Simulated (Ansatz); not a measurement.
System: O vacancy in corundum (neutral cell). Method: PBE, PAW (plane waves to 420 eV; Ansatz, an electronic-structure program).

270-site cell at the relaxed PBE lattice, the Γ point alone, smearing 0.01 eV, spin-restricted, no finite-size correction. No zero-point or tunnelling terms. The charge state is imposed; whether it is stable for some Fermi level was not computed. Forms of the defect that were not tried may lie lower.

Barriers: single points on a 2×2×2 k-point mesh shifted by half a step along c at the bands' geometries.

A. a nearby O atom hops onto the vacant site; the atom moves 2.74 Å along (-0.33, -0.36, -0.17) of the unit cell; the moving atom starts with neighbours 2 Al at 1.87, Al at 1.99, Al at 2.01 Å and ends with 2 Al at 1.87, Al at 1.99, Al at 2.00 Å; saddle order not checked.
B. a nearby O atom hops onto the vacant site; the atom moves 2.51 Å along (-0.60, -0.30, 0.00) of the unit cell; the moving atom starts with neighbours Al at 1.88, Al at 1.90, 2 Al at 1.98 Å and ends with Al at 1.88, Al at 1.90, 2 Al at 1.98 Å; saddle order not checked, on a symmetry element.
C. a nearby O atom hops onto the vacant site; the atom moves 2.63 Å along (-0.28, -0.33, 0.17) of the unit cell; the moving atom starts with neighbours Al at 1.86, Al at 1.88, Al at 1.99, Al at 2.00 Å and ends with Al at 1.86, Al at 1.88, Al at 1.99, Al at 2.00 Å; saddle order not checked, on a symmetry element.

A band can be held on a symmetry element, so unchecked saddle points there may be too high.

Q: Rank these by forward barrier (lowest first), as PBE, PAW gives it.

A: B (3.59 eV), A (4.11 eV), C (4.65 eV)
